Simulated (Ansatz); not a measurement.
Start from CaS in the rock salt structure (space group Fm-3m, No. 225).

CaS is modelled in the cubic space group Fm-3m (No. 225), the rock salt structure, Pearson symbol cF8. Conventional cell: a = 5.712 Å, b = 5.712 Å, c = 5.712 Å, α = 90.00°, β = 90.00°, γ = 90.00°. Ca on 4a has 6 S at 2.856 Å (octahedral). S on 4b is coordinated by 6 Ca at 2.856 Å (octahedral). (Neighbours: up to the widest gap in distance over summed covalent radii, below 1.35, at either atom; cation-cation and far metal-metal contacts left out.)
(The calculation used a cell of 2 atoms; values per cell refer to that cell.)

All numbers come from PBE (Ansatz, a quantum-chemistry and plane-wave program), no spin-orbit coupling.

Before the change:

The smallest direct gap comes out as 3.18 eV and the lattice parameter a is 5.712 Å.

One thing is altered: cell and atoms relaxed at a pressure of 1.5 GPa.

Predict the new smallest direct gap and lattice parameter a.

The smallest direct gap drops by 0.04 eV to 3.14 eV; the lattice parameter a decreases by 0.047 Å (5.712 Å → 5.665 Å).

Load acts through the strain it causes; cell and atoms are relaxed under it. Gaps are read on the SCF mesh and a high-symmetry path. Whether these cells are dynamically stable was not tested.
